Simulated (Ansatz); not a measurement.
Cost and result by functional for the surface energy of the (10-10) surface of hcp Re in its 1x1 cell, outermost plane spacing 0.80 Å in the ideal cut, in Ansatz (plane waves, PAW). Single points on the PBE structure, on one kind of machine; costs are rough ratios of the slab run's core time (references not counted) to the cheapest single point. r2SCAN's cost holds its higher cutoff (500 against 420 eV). Differences are taken against r2SCAN for comparison alone: no measured value is at hand, so the table doesn't rank accuracy.

Set-up: 10 atoms, 10.4 Å thick at the start (thin: gaps and levels are the slab's own); mesh 13x9x1; 0.1 eV smearing; dipole correction on; all atoms relaxed; symmetry of the start imposed; no spin, no spin-orbit, no U. These notes are the PBE run's.

```csv
functional,relative cost,surface energy (J/m²),less r2SCAN (J/m²)
LDA,1,3.40,0.31
PBEsol,1,3.28,0.19
RPBE,1,2.70,-0.40
r2SCAN,2,3.09,0.00
PBE (the relaxed run's value),–,2.90,-0.19
```

The values span 0.70 J/m², while the single points' costs differ by a factor of roughly 2. Differences are of unrounded values.

Ansatz is a program for electronic structure.
